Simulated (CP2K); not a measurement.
CP2K run on Cl (P1, 4 atoms in the cell): self-consistent single point.

Computed with PBE, GPW, DZVP-MOLOPT-SR-GTH basis, GTH-PBE potentials (GTH_POTENTIALS) (CP2K).

The change in words: lattice scaled by 0.98. Reference geometry:
```
CELL_PARAMETERS angstrom
      3.84083     0.00000     0.00000
     -1.22807     3.63921     0.00000
      0.00000     0.00000     8.26000
ATOMIC_POSITIONS crystal
  Cl 0.88260 0.88360 0.89136
  Cl 0.61927 0.62147 0.40179
  Cl 0.37489 0.37869 0.60781
  Cl 0.12325 0.11624 0.09904
```

Reference input (self-consistent single point, DFT PBE, GPW, DZVP-MOLOPT-SR-GTH basis, GTH-PBE potentials (GTH_POTENTIALS)): CUTOFF = 400 Ry; REL_CUTOFF = 40 Ry; SMEAR/METHOD = FERMI_DIRAC; ELECTRONIC_TEMPERATURE = 116.05 K; KPOINTS/SCHEME = MONKHORST-PACK 5 5 2; GAMMA_CENTERED = T; XC_FUNCTIONAL = PBE; Cl/BASIS_SET = DZVP-MOLOPT-SR-GTH; Cl/POTENTIAL = GTH-PBE-q7; METHOD = GPW; EPS_DEFAULT = 1e-10; NGRIDS = 4. This run's input differs from it in these lines:

```diff
@@ -64,4 +64,4 @@
     &CELL
-      ABC 3.84083300 3.84083298 8.26000000
-      ALPHA_BETA_GAMMA 90.00000000 90.00000000 108.64718717
+      ABC 3.76401700 3.76401662 8.09480000
+      ALPHA_BETA_GAMMA 90.00000000 90.00000000 108.64719110
       PERIODIC XYZ
@@ -69,6 +69,6 @@
     &COORD
-      Cl       2.30478523     3.21561323     7.36262534
-      Cl       1.61529295     2.26165256     3.31876062
-      Cl       0.97481890     1.37811788     5.02055190
-      Cl       0.33063877     0.42303633     0.81807040
+      Cl       2.25868980     3.15130115     7.21537283
+      Cl       1.58298728     2.21641963     3.25238541
+      Cl       0.95532264     1.35055560     4.92014086
+      Cl       0.32402604     0.41457562     0.80170899
     &END COORD
```

Output, abridged:

```
 SCF WAVEFUNCTION OPTIMIZATION

  Step     Update method      Time    Convergence         Total energy    Change
     1 NoMix/Diag. 0.40E+00      -     0.64358855       -60.0812071378 -6.01E+01
     2 Broy./Diag. 0.40E+00      -     0.00494770       -59.7463063955  3.35E-01
     3 Broy./Diag. 0.40E+00      -     0.01146488       -59.8537441783 -1.07E-01
     4 Broy./Diag. 0.40E+00      -     0.00139382       -59.8960428932 -4.23E-02
     5 Broy./Diag. 0.40E+00      -     0.00147622       -59.8899179199  6.12E-03
     6 Broy./Diag. 0.40E+00      -     0.00050347       -59.8731268003  1.68E-02
   [... 6 lines left out ...]
    13 Broy./Diag. 0.40E+00      -     0.00000453       -59.8613818411 -1.43E-04
    14 Broy./Diag. 0.40E+00      -     0.00000172       -59.8614244190 -4.26E-05
    15 Broy./Diag. 0.40E+00      -     0.00000357       -59.8614149646  9.45E-06
    16 Broy./Diag. 0.40E+00      -     0.00000092       -59.8614041000  1.09E-05
  *** SCF run converged in    16 steps ***

  Overlap energy of the core charge distribution:               0.00000000295117
  Self energy of the core charge distribution:               -134.85507118946373
  Core Hamiltonian energy:                                     31.02484930030403
  Hartree energy:                                              55.57795526292523
  Exchange-correlation energy:                                -11.60913747672367
  Electronic entropic energy:                                  -0.00000000000000
  Fermi energy:                                                 0.07634736257799

  Total energy:                                               -59.86140410000697
  Total energy (extrapolated to T->0):                        -59.86140410000697

   [... lines left out ...]

 STRESS| Analytical stress tensor [bar]
 STRESS|                        x                   y                   z
 STRESS|      x        1.78138976993E+04   2.92094310600E+03   6.76384995428E+02
 STRESS|      y        2.92094310600E+03   1.94355928145E+04   8.15124425223E+02
 STRESS|      z        6.76384995428E+02   8.15124425223E+02   4.27241415502E+04
 STRESS| 1/3 Trace                                             2.66578773547E+04
```

The run converged in 16 iterations. Against the reference run the free energy goes up by 16.7 meV/atom, the pressure goes from 0.60 to 2.67 GPa, the largest force goes from 0.144 to 0.920 eV/Å and the gap on the mesh goes from 2.315 to 2.535 eV.

The starting cell has typed, rounded lattice constants, without a prior relaxation at this level. Its atoms were displaced at random from the sites of space group no. 64. For this run, on top of that: lattice scaled by 0.98. Values carry the incompleteness of an atom-centred basis.
